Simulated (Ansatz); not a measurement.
Functionals compared on NH2 on the 1x1 (0001) surface of hcp Ti, one in a 2x2 cell, started at the site 'bridge Ti-Ti (span 2.9 Å)', in Ansatz (plane waves, PAW). The structure was relaxed with PBE; the other rows are single points on it, each with its references at the same level. Cutoff 420 eV (500 eV for r2SCAN).

Slab: 19 atoms, 6.8 Å thick at the start under the adsorbate (thin: gaps and levels are the slab's own); k 6x6x1, smearing 0.1 eV, dipole-corrected; 8 atoms held, the rest relaxed; no symmetry held; no spin, no spin-orbit, no U, no dispersion correction. At the end it is bonded to 3 Ti. In PBE it is, or lies within 0.03 eV of, the lowest of the starts that converged. These notes are the PBE run's. Adsorption energies are against NH3(g) − ½ H2(g). A negative adsorption energy means that the adsorbate is more stable on the surface than in its reference.

```
functional  adsorption energy (eV)  work function of the top face (eV)  change of the work function (eV)  rough cost of the single point
----------  ----------------------  ----------------------------------  --------------------------------  ------------------------------
PBE                          -1.51                                3.29                             -1.11                               –
RPBE                    (withheld)                          (withheld)                        (withheld)     very roughly 4 core-minutes
r2SCAN                       -1.91                                3.32                             -1.21     very roughly 6 core-minutes
```

Q: Complete the blanks.

A: 
- RPBE, adsorption energy (eV): -1.26
- RPBE, work function of the top face (eV): 3.19
- RPBE, change of the work function (eV): -1.10

Ansatz is a first-principles code.
